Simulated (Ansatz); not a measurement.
# Pressure series in MgO

The parent structure is MgO in the rock salt structure (space group Fm-3m, No. 225).

Space group Fm-3m (No. 225); a = b = c = 4.159 Å, α = β = γ = 90.00°

| atom | site | symmetry | x | y | z |
|---|---|---|---|---|---|
| Mg | 4a | m-3m | 0.0000 | 0.0000 | 0.0000 |
| O | 4b | m-3m | 0.5000 | 0.5000 | 0.5000 |
(The calculation used a cell of 2 atoms; values per cell refer to that cell.)

Cell and atoms are relaxed at each pressure.

Level of theory: LDA in Ansatz (plane waves to 420 eV, PAW, no spin-orbit coupling).

```
case               band gap  width of the top valence band     density
-----------------  --------  -----------------------------  ----------
base                5.03 eV                        1.87 eV  3.72 g/cm³
pressure −2 GPa     4.92 eV                        1.85 eV           …
pressure −1 GPa     4.98 eV                        1.86 eV  3.70 g/cm³
pressure 0.9 GPa          …                        1.88 eV  3.74 g/cm³
pressure 2.1 GPa    5.16 eV                        1.90 eV  3.77 g/cm³
pressure 4.5 GPa    5.29 eV                        1.92 eV  3.81 g/cm³
pressure 9 GPa      5.53 eV                        1.97 eV  3.90 g/cm³
pressure 15 GPa     5.83 eV                        2.02 eV  4.01 g/cm³
pressure 22.5 GPa   6.18 eV                        2.09 eV  4.13 g/cm³
pressure 30 GPa     6.50 eV                        2.15 eV  4.25 g/cm³
```

### Question
What belongs in the blanks?

### Answer

- pressure −2 GPa, density: 3.68 g/cm³
- pressure 0.9 GPa, band gap: 5.09 eV

Load acts through the strain it causes; cell and atoms are relaxed under it. Stability against distortions was not tested. No other phases were tried under pressure.

Ansatz is a quantum-chemistry and plane-wave program.
